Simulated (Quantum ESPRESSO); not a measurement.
Troubleshooting Quantum ESPRESSO: a failed run on Al₂Zn (P1, 3 atoms in the cell). The aim is a self-consistent single point with DFT, PBEsol, plane waves, PSlibrary PAW (PBE) pseudopotentials.

The input file:

```fortran
&control
   calculation = 'scf'
   prefix = 'scf'
   outdir = './tmp/'
   pseudo_dir = './'
   tprnfor = .true.
   tstress = .true.
/
&system
   ibrav = 0
   nat = 3
   ntyp = 2
   ecutwfc = 50
   ecutrho = 300
   occupations = 'smearing'
   smearing = 'cold'
   degauss = 0.0073499
   input_dft = 'pbesol'
/
&electrons
   conv_thr = 1.0d-9
   mixing_beta = 0.4
/
ATOMIC_SPECIES
Al    26.9815  Al.pbe-n-kjpaw_psl.1.0.0.UPF
Zn    65.3800  Zn.pbe-dn-kjpaw_psl.1.0.0.UPF
CELL_PARAMETERS bohr
   5.2937086902     0.0000000000     0.0000000000
  -2.6468543451     4.5844869167     0.0000000000
   0.0000000000     0.0000000000    12.8915982386
ATOMIC_POSITIONS bohr
Al   -0.0246078049    3.0617083269    4.2964989694
Al    2.6280219764    1.4851582901    8.5614650894
Zn1    0.0434348798    0.0376202996    0.0336212882
K_POINTS automatic
11 11 4  1 1 1
```

Output (repeated stretches shortened):

```
     This program is part of the open-source Quantum ESPRESSO suite
     for quantum simulation of materials; please cite

 %%%%%%%%%%%%%%%%%%%%%%%%%%%%%%%%%%%%%%%%%%%%%%%%%%%%%%%%%%%%%%%%%%%%%%%%%%%%%%
     Error in routine read_cards (3):
     species Zn1 in ATOMIC_POSITIONS is nonexistent
 %%%%%%%%%%%%%%%%%%%%%%%%%%%%%%%%%%%%%%%%%%%%%%%%%%%%%%%%%%%%%%%%%%%%%%%%%%%%%%

     stopping ...
```

Problem. From the messages shown, name the fault and mend the input.

Solution. The fault is an atom label that is not in the list of species. Labels in the positions must match the species card. To fix it, correct the label. The program stopped before any SCF iteration.

The sound input it was made from differs as follows (other fixes are possible):
```diff
-Zn1    0.0434348798    0.0376202996    0.0336212882
+Zn    0.0434348798    0.0376202996    0.0336212882
```

With that input, the run converged in 12 iterations: free energy E − TS -4326.8121 eV; Fermi level (on the code's own zero) 9.34 eV; pressure 0.13 GPa; largest force (vector length) 0.372 eV/Å (DFT, PBEsol, plane waves, PSlibrary PAW (PBE) pseudopotentials).

On the sound input: the starting cell comes from a database of computed structures (which also holds hypothetical and non-ambient phases and stackings), without a prior relaxation at this level. Its atoms were displaced at random from the sites of space group no. 164.
